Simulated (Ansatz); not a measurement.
The starting structures come from a database of crystals and need not be the phases stable at ambient conditions.

The decay constant κ of evanescent states in the gap governs leakage through a thin film.

Data:

```xyz
9
Lattice="3.6433 0.0000 0.0000 0.0000 7.1380 0.0000 1.8217 -1.2200 4.8760" Properties=species:S:1:pos:R:3 pbc="T T T"
Ca     0.0000     0.0000     0.0000
V      3.6433     4.2113     2.2694
V      1.8217     1.7067     2.6066
O      1.8217     3.6885     2.4395
O      3.6433     2.2296     2.4365
O      3.6434     5.3890     3.4784
O      1.8217     0.5291     1.3976
O      3.6434     4.9576     0.8112
O      1.8217     0.9604     4.0648
```

Space group of this cell: C2/m. The cell is taken as given; by r2SCAN its mean pressure is -2.1 GPa.

Transport runs along the normal of the first two printed cell vectors.

No gap correction and no spin-orbit coupling; mid-gap values are interpolated between computed energies.

Task: State the band gap and the smallest decay constant κ at mid-gap according to r2SCAN in Ansatz (a quantum-chemistry and plane-wave program).

Result: Gap 3.10 eV on a 10×6×10 mesh; κ = 0.536 1/Å, at (0.500, 0.000) of the in-plane reciprocal vectors. At the zone centre, at the nearest computed energy, the slowest state has κ = 0.61 1/Å.
